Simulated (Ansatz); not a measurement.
# Na$_{2}$CO$_{3}$ (space group P6_3/mmc, No. 194; a cell from a computed database, its experimental status unchecked)

Space group P6₃/mmc (No. 194); a = b = 5.216 Å, c = 6.132 Å, α = β = 90.00°, γ = 120.00°

| atom | site | symmetry | x | y | z |
|---|---|---|---|---|---|
| Na | 2c | -6m2 | 0.3333 | 0.6667 | 0.2500 |
| Na | 2a | -3m. | 0.0000 | 0.0000 | 0.0000 |
| C | 2d | -6m2 | 0.6667 | 0.3333 | 0.2500 |
| O | 6h | mm2 | 0.3820 | 0.1910 | 0.2500 |

Computed with r2SCAN (Ansatz, a program for electronic structure; PAW; 500 eV plane waves; no spin-orbit coupling). Γ-centred 6×6×5 mesh, Fermi–Dirac width 0.05 eV.

```yaml
volume_per_atom: 12.04 Å³
density: 2.44 g/cm³
band_gap: 3.98 eV, direct at Γ
electron_mass: 0.56 mₑ along c, 0.63 mₑ across
Lowest conduction-band minima above the VBM: Γ 3.98 eV
total_energy: -822.991 eV/atom (σ→0; compares only within this code and set-up)
```

Masses are band curvatures over ±0.01 Å⁻¹ around the edge. Whether these cells are dynamically stable was not tested.
